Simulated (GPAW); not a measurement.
```
CELL_PARAMETERS angstrom
      0.00000     3.03088     3.03088
      3.03088     0.00000     3.03088
      3.03088     3.03088     0.00000
ATOMIC_POSITIONS crystal
  Sr 0.00000 0.00000 0.00000
```

Computed with PBE, GPAW PAW datasets PBE (gpaw-data 1.0.1) (plane waves; GPAW 25.7.0).

The set-up and first iterations of a GPAW log for Sr (Fm-3m, 1 atom in the cell):

```
Input parameters:
  convergence: {density: 2e-08,
                eigenstates: 1e-17,
                energy: 1e-13}
  kpts: [7 7 7]
  maxiter: 100
  mode: {ecut: 600.0,
         name: pw}
  nbands: -7
  occupations: {fixmagmom: False,
                name: fermi-dirac,
                width: 0.1}
  symmetry: {symmorphic: False,
             tolerance: 0.0005}
  xc: PBE

species:
  Sr:
    name: Strontium
    Z: 38.0
    valence: 10
    core: 28
    charge: 0.0
    file: Sr.PBE.gz

    # Using partial waves for Sr as LCAO basis

Reference energy: -86496.770008  # eV

Spin-paired calculation

Convergence criteria:
 Maximum [total energy] change in last 3 cyles: 1e-13 eV / valence electron
 Maximum integral of absolute [dens]ity change: 2e-08 electrons / valence electron
 Maximum integral of absolute [eigenst]ate change: 1e-17 eV^2 / valence electron
 Maximum number of scf [iter]ations: 100

Symmetries present (total): 48
   [... lines left out ...]
  Cutoff energy: 600.000 eV
  Number of coefficients (min, max): 1837, 1875
  Pulay-stress correction: 0.000000 eV/Ang^3 (de/decut=0.000000)

Occupation numbers: Fermi-Dirac:
  width: 0.1000  # eV

Eigensolver

Densities:
  Coarse grid: 25*25*25 grid
  Fine grid: 50*50*50 grid
  Total Charge: 0.000000

Density mixing:
  Method: separate
  Backend: pulay
  Linear mixing parameter: 0.05
  old densities: 5
  Damping of long wavelength oscillations: 50

Hamiltonian:
  XC and Coulomb potentials evaluated on a 50*50*50 grid
  External potential:
    NoExternalPotential

XC parameters: PBE with 2 nearest neighbor stencil

Number of atoms: 1
Number of atomic orbitals: 5
Number of bands in calculation: 12
Number of valence electrons: 10
Bands to converge: occupied

Density initialized from atomic densities
  5 bands from LCAO basis set
  7 bands from random numbers

Atomic positions and initial magnetic moments

Positions:
   0 Sr     0.000000    0.000000    0.000000    ( 0.0000,  0.0000,  0.0000)

Unit cell:
           periodic     x           y           z      points  spacing
  1. axis:    yes    0.000000    3.030880    3.030880    25     0.1400
  2. axis:    yes    3.030880    0.000000    3.030880    25     0.1400
  3. axis:    yes    3.030880    3.030880    0.000000    25     0.1400

  Lengths:   4.286312   4.286312   4.286312
  Angles:   60.000000  60.000000  60.000000

Effective grid spacing dv^(1/3) = 0.1527
     iter     time        total  log10-change:
                         energy   eigst   dens
iter:   1 --:--:--    -1.643363
iter:   2 --:--:--    -1.723604   -1.17  -1.58
iter:   3 --:--:--    -1.715451   -2.42  -1.59
iter:   4 --:--:--    -1.688097   -2.25  -1.63
iter:   5 --:--:--    -1.688790   -3.66  -2.13
```

Q: Will this run converge, and how will it end?

A: The run ended unconverged after 100 iterations. It gives no final result for the task that was set. The log goes on:

```
   [... 19 lines left out ...]
iter:  25 --:--:--    -1.687854  -12.36  -6.73
iter:  26 --:--:--    -1.687854  -13.98  -7.13
iter:  27 --:--:--    -1.687854  -13.14  -7.15
   [... lines left out ...]
iter:  99 --:--:--    -1.687854  -21.73c -10.96c
iter: 100 --:--:--    -1.687854  -21.67c -10.96c

Did not converge!

Here are some tips:

1) Make sure the geometry and spin-state is physically sound.
2) Use less aggressive density mixing.
3) Solve the eigenvalue problem more accurately at each scf-step.
4) Use a smoother distribution function for the occupation numbers.
5) Try adding more empty states.
6) Use enough k-points.
7) Don't let your structure optimization algorithm take too large steps.
8) Solve the Poisson equation more accurately.
9) Better initial guess for the wave functions.

See details here:

    https://gpaw.readthedocs.io/documentation/convergence.html
Traceback (most recent call last):
   [... frames left out ...]
gpaw.KohnShamConvergenceError: Did not converge!  See text output for help.
```

The starting cell has typed, rounded lattice constants, without a prior relaxation at this level. Its lattice was rescaled by up to half a per cent.

The run was DFT PBE, plane waves, GPAW PAW datasets PBE (gpaw-data 1.0.1). Main settings of its input:

```
setting                              value
-----------------------  -----------------
mode                                    pw
ecut                                600 eV
xc                                     PBE
kpts                                 7 7 7
mesh shift (steps)                   0 0 0
occupations.name               fermi-dirac
occupations.width                   0.1 eV
nbands                                  -7
convergence.energy       1e-13 eV/electron
convergence.density       2e-08 e/electron
convergence.eigenstates              1e-17
symmetry.symmorphic                  false
```
